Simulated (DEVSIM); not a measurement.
abrupt GaAs n-p junction

Structure: abrupt GaAs n-p junction, at 300 K.

| layer (left to right) | material | thickness (μm) | Nd (cm⁻³) | Na (cm⁻³) | τn (s) | τp (s) |
|---|---|---|---|---|---|---|
| 1 | GaAs | 0.540 | 3.1e16 | - | 2.1e-8 | 2.1e-8 |
| 2 | GaAs | 0.420 | - | 1.5e16 | 2.1e-8 | 2.1e-8 |

Left contact: ohmic. Right contact: ohmic. Voltage is applied to the left contact. Recombination: SRH at mid-gap, radiative, Auger. Mobility is μmin + (μ − μmin)/(1 + (N/Nref)^α).

The device is made up for the run: typed textbook-type constants, with dimensions and the other settings drawn at random. Values at 300 K.

```
parameter        GaAs
-------------  ------
gap (eV)        1.424
affinity (eV)    4.07
permittivity     12.9
Nc (cm⁻³)      4.7e17
Nv (cm⁻³)        9e18
μn (cm²/Vs)      8500
μp (cm²/Vs)       400
μn,min            500
μp,min             20
Nref,n           6e16
Nref,p         1.5e17
αn               0.39
αp               0.38
B (cm³/s)       2e-10
Cn (cm⁶/s)      1e-30
Cp (cm⁶/s)      1e-30
```

Simulated with DEVSIM: 1D drift-diffusion, Boltzmann statistics, complete ionisation; no tunnelling, impact ionisation, image-force lowering or self-heating.

| Property | Value |
|---|---|
| Potential step across the device at zero bias | 1.188 V |
| Largest field in the device at zero bias | 57000 V/cm |
| Dark forward voltage at 1 A/cm² | 0.928 V |
| Dark forward voltage at 100 A/cm² | 1.051 V |

Small-signal capacitance in reverse bias (quasi-static):

```tsv
V (V)	C (nF/cm²)
0.1	27.4
0.25	25.8
0.5	23.8
0.75	22.2
1	20.9
1.5	19.1
2	18.1
2.5	17.5
3.25	16.8
4	16.2
5	15.5
```

Dark forward current:

(V (V), J (A/cm²)): (-0.05, -2.7e-11); (-0.10, -9.4e-11); (-0.15, -2.7e-10); (-0.20, -7.5e-10); (-0.30, -5.6e-9); (-0.35, -1.5e-8); (-0.40, -4.3e-8); (-0.45, -1.3e-7); (-0.50, -4.0e-7); (-0.55, -1.5e-6); (-0.65, -3.3e-5); (-0.70, -0.00020); (-0.75, -0.0012); (-0.80, -0.0081); (-0.85, -0.053); (-0.90, -0.35); (-1.00, -15); (-1.05, -98); (-1.10, -590); (-1.15, -2800)
